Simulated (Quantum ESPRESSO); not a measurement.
**Parameter sweep on Mg3Co (Fm-3m, 4 atoms in the cell)**

```xyz
4
Lattice="0.0000 3.2542 3.2542 3.2542 0.0000 3.2542 3.2542 3.2542 0.0000" Properties=species:S:1:pos:R:3 pbc="T T T"
Mg     1.6271     1.6271     1.6271
Mg     4.8813     4.8813     4.8813
Mg     3.2542     3.2542     3.2542
Co     0.0000     0.0000     0.0000
```
Moments meant for the start (each program seeds them in its own way; μB, in the order of the atoms Mg Mg Mg Co): 0.0 0.0 0.0 3.0.

Base run A: PBEsol, PseudoDojo standard norm-conserving (PBESOL) pseudopotentials in Quantum ESPRESSO, self-consistent single point.

Its settings: ecutwfc = 100 Ry; occupations = smearing; smearing = fermi-dirac; degauss = 0.0036749 Ry; nspin = 2; potentials = {Mg: Mg.upf, Co: Co.upf}; K_POINTS = automatic 5 5 5 0 0 0; conv_thr = 1e-09 Ry; mixing_beta = 0.3.

The starting cell comes from a database of computed structures (which also holds hypothetical and non-ambient phases and stackings), without a prior relaxation at this level. The moments shrank to a small part of their start, a low-spin state that need not be the lowest.

ΔF is the free energy per atom less that of run A. A dash stands where there is no value to compare (another energy zero or no entropy term, no result, no spin, no clean gap, or a mesh too coarse for one). 

```csv
run,"degauss, K_POINTS",ΔF (meV/atom),pressure (GPa),size of the net moment (μB/atom),TS (meV/atom),k-points,ending
A,"0.0036749 Ry, automatic 5 5 5 0 0 0",0.00,-1.61,0.12,4.3,10,converged
B,"0.002205 Ry, automatic 4 4 4 0 0 0",11.2,-1.17,0.21,2.9,8,converged
C,"0.0073499 Ry, automatic 4 4 4 0 0 0",-0.31,-1.06,0.20,26.3,8,converged
D,"0.02205 Ry, automatic 4 4 4 0 0 0",-109.4,-0.32,0.15,237.0,8,converged
E,"0.002205 Ry, automatic 5 5 5 0 0 0",1.14,-1.61,0.12,0.9,10,converged
F,"0.0073499 Ry, automatic 5 5 5 0 0 0",-8.0,-1.46,0.12,23.6,10,converged
G,"0.02205 Ry, automatic 5 5 5 0 0 0",-112.3,-0.42,0.12,234.2,10,converged
H,"0.002205 Ry, automatic 6 6 6 0 0 0",–,–,–,–,16,not converged
I,"0.0073499 Ry, automatic 6 6 6 0 0 0",-6.2,-1.60,0.08,25.6,16,converged
J,"0.02205 Ry, automatic 6 6 6 0 0 0",-112.8,-0.39,0.12,235.5,16,converged
K,"0.002205 Ry, automatic 7 7 7 0 0 0",5.8,-1.59,0.13,2.0,20,converged
```

Run D against A: The free energy falls by 109 meV/atom, the pressure goes from -1.61 to -0.32 GPa and the size of the net moment goes from 0.12 to 0.15 μB/atom.

Run G against A: The free energy drops by 112 meV/atom, the pressure goes from -1.61 to -0.42 GPa and the size of the net moment stays at 0.12 μB/atom.
